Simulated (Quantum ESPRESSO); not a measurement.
A self-consistent single point of LuNi4Sn (R3m, 6 atoms in the cell) with Quantum ESPRESSO.

Level of theory: LDA (PZ), PSlibrary ultrasoft (LDA) pseudopotentials (plane waves; Quantum ESPRESSO).

```
LuNi4Sn
1.0
    0.00000     3.51295     3.51295
    3.51295     0.00000     3.51295
    3.51295     3.51295     0.00000
Lu Ni Sn
1 4 1
Direct
  0.00411   0.00411   0.00411
  0.62479   0.62479   0.62479
  0.12563   0.62479   0.62479
  0.62479   0.62479   0.12563
  0.62479   0.12563   0.62479
  0.25000   0.25000   0.25000
```

Reference input (self-consistent single point, DFT, LDA (PZ), plane waves, PSlibrary ultrasoft (LDA) pseudopotentials): ecutwfc = 55 Ry; ecutrho = 440 Ry; occupations = smearing; smearing = gaussian; degauss = 0.0073499 Ry; K_POINTS = automatic 4 4 4 0 0 0; conv_thr = 1e-11 Ry; mixing_beta = 0.3. This run's input differs from it in these lines:

```diff
@@ -16,3 +16,3 @@
    smearing = 'gaussian'
-   degauss = 0.0073499
+   degauss = 0.0036749
 /
@@ -34,3 +34,3 @@
 K_POINTS automatic
-4 4 4  0 0 0
+5 5 5  0 0 0
 CELL_PARAMETERS alat
```

The program printed (abridged):

```
     Self-consistent Calculation

     iteration #  1     ecut=    55.00 Ry     beta= 0.30

     total energy              =    -687.67476511 Ry
     estimated scf accuracy    <       1.66487929 Ry

     iteration #  2     ecut=    55.00 Ry     beta= 0.30

     total energy              =    -687.91220122 Ry
     estimated scf accuracy    <       3.72518124 Ry

     iteration #  3     ecut=    55.00 Ry     beta= 0.30

     total energy              =    -688.25345050 Ry
     estimated scf accuracy    <       0.02821752 Ry

   [... 11 blocks of this kind left out ...]

     iteration # 15     ecut=    55.00 Ry     beta= 0.30

     total energy              =    -688.26620638 Ry
     estimated scf accuracy    <          3.5E-11 Ry

     iteration # 16     ecut=    55.00 Ry     beta= 0.30
     End of self-consistent calculation

     the Fermi energy is    13.5455 ev

!    total energy              =    -688.26620638 Ry
     estimated scf accuracy    <          4.6E-12 Ry
     smearing contrib. (-TS)   =      -0.00085795 Ry
     internal energy E=F+TS    =    -688.26534843 Ry

     convergence has been achieved in  16 iterations

     Forces acting on atoms (cartesian axes, Ry/au):

     atom    1 type  1   force =    -0.00588794   -0.00588794   -0.00588794
     atom    2 type  2   force =     0.00099367    0.00099367    0.00099367
     atom    3 type  2   force =     0.00189594   -0.00069895   -0.00069895
     atom    4 type  2   force =    -0.00069895   -0.00069895    0.00189594
     atom    5 type  2   force =    -0.00069895    0.00189594   -0.00069895
     atom    6 type  3   force =     0.00439623    0.00439623    0.00439623

     Total force =     0.013366     Total SCF correction =     0.000006

          total   stress  (Ry/bohr**3)                   (kbar)     P=     -139.44
  -0.00094786   0.00001324   0.00001324         -139.44        1.95        1.95
   0.00001324  -0.00094786   0.00001324            1.95     -139.44        1.95
   0.00001324   0.00001324  -0.00094786            1.95        1.95     -139.44

   JOB DONE.
```

The run converged in 16 iterations. Against the reference run the free energy rises by 1.7 meV/atom, the pressure moves little (-13.89 to -13.94 GPa) and the largest force goes from 0.275 to 0.262 eV/Å.

The starting cell comes from a database of computed structures (which also holds hypothetical and non-ambient phases and stackings), without a prior relaxation at this level. Its lattice was rescaled by up to half a per cent. One atom was moved a little off its site on purpose. Spin polarisation is off. With a pressure of about -14 GPa the cell is away from its equilibrium volume at this level.

Cost on one core of a shared machine: roughly 2 min.
